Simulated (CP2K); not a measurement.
# Refining one setting for Ba2As (I4/mmm, 6 atoms in the cell)

```xyz
6
Lattice="9.7243 0.0000 0.0000 7.0422 6.7060 0.0000 -8.3832 -3.3530 3.6112" Properties=species:S:1:pos:R:3 pbc="T T T"
Ba     5.2970     2.1186     0.0000
Ba    11.4694     4.5873     0.0000
Ba    -0.6705     1.6765     1.8056
Ba     0.6705    -1.6765     1.8056
As     2.2174     0.8869     0.0000
As    14.5491     5.8191     0.0000
```

Method of the run: LDA (Pade form), GPW, DZVP-MOLOPT-SR-GTH basis, GTH-PADE potentials (GTH_POTENTIALS) run with CP2K.

The starting cell comes from a database of computed structures (which also holds hypothetical and non-ambient phases and stackings), without a prior relaxation at this level. Values carry the incompleteness of an atom-centred basis. The run gives no clean gap (levels at the Fermi energy touch, overlap or are partly filled at this smearing), which alone does not show that the compound is a metal.

Held fixed: REL_CUTOFF = 50 Ry; SMEAR/METHOD = MARZARI_VANDERBILT; SIGMA = 0.272 eV; KPOINTS/SCHEME = MONKHORST-PACK 5 5 5; XC_FUNCTIONAL = PADE; Ba/BASIS_SET = DZVP-MOLOPT-SR-GTH-q10; Ba/POTENTIAL = GTH-PADE-q10; As/BASIS_SET = DZVP-MOLOPT-SR-GTH-q5; As/POTENTIAL = GTH-PADE-q5; METHOD = GPW; EPS_DEFAULT = 1e-10; NGRIDS = 5; SCF_GUESS = ATOMIC; EPS_SCF = 1e-07; MAX_SCF = 100; ADDED_MOS = 9; MIXING/METHOD = BROYDEN_MIXING; MIXING/ALPHA = 0.3; MIXING/NBUFFER = 8.

ΔF is the free energy per atom less that of the last row (750 Ry).

```csv
CUTOFF,ΔF (meV/atom),pressure (GPa),largest force (eV/Å)
200 Ry,0.00,-2.75,0.124
250 Ry,0.00,-2.75,0.124
300 Ry,0.00,-2.75,0.124
350 Ry,0.00,-2.75,0.124
400 Ry,0.00,-2.75,0.124
450 Ry,0.00,-2.75,0.124
500 Ry,0.00,-2.75,0.124
580 Ry,0.00,-2.75,0.124
650 Ry,0.00,-2.75,0.124
750 Ry,0.00,-2.75,0.124
```

Pressure within 0.5 GPa of the last row: from CUTOFF = 200 Ry on, the coarsest one. The value it settles on is -2.8 GPa at this level of theory and with the other settings as held.

Largest force within 0.02 eV/Å of the last row: from CUTOFF = 200 Ry on, the coarsest one. The value it settles on is 0.124 eV/Å at this level of theory and with the other settings as held.

Left out of this page: 1 run of the series stopped by limits of time or memory; 1 run of the series failed or unconverged.
